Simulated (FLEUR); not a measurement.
Worked example: self-consistent single point of Pt (Fm-3m, 1 atom in the cell) in FLEUR.

Method of the run: FLEUR with PBEsol, all-electron FLAPW (FLEUR), scalar-relativistic valence.

```
Pt
1.0
    0.00000     1.95412     1.95412
    1.95412     0.00000     1.95412
    1.95412     1.95412     0.00000
Pt
1
Direct
  0.00000   0.00000   0.00000
```

Reference input (self-consistent single point, DFT, PBEsol, all-electron FLAPW (FLEUR), scalar-relativistic valence): Kmax = 4.5 1/bohr; GmaxXC = 22.5 1/bohr; xcFunctional = PBEs; jspins = 1; l_soc = F; mode = hist; fermiSmearingEnergy = 0.00367493 Htr; mesh (inpgen div1-3) = 5 5 5; inpgen gamma flag = false; Gmax = 22.5 1/bohr; numbands = 0; maxIterBroyd = 15. This run's input differs from it in these lines:

```diff
@@ -52,3 +52,3 @@
          <mtSphere radius="2.42" gridPoints="801" logIncrement="0.017"/>
-         <atomicCutoffs lmax="9" lnonsphr="7"/>
+         <atomicCutoffs lmax="4" lnonsphr="4"/>
          <electronConfig flipSpins="F">
```

The program printed (abridged):

```
 Iteration:     1   Distance:     210.06260527 me/bohr^3
**************FLEUR-Error*****************
Error message: differ 2: problems with solving dirac equation
Error occurred in subroutine: differ
Hint: The n=6 l=0 state of an atom with Z=78 seems to be above the reasonable energy range.
Error from PE:0/1
 Last known location:
```

The program stopped with an error at about iteration 1. 

The starting cell has typed, rounded lattice constants, without a prior relaxation at this level. Its lattice was rescaled by up to half a per cent. Values depend on the basis (sphere radii, cutoffs, local orbitals), which need not be converged.
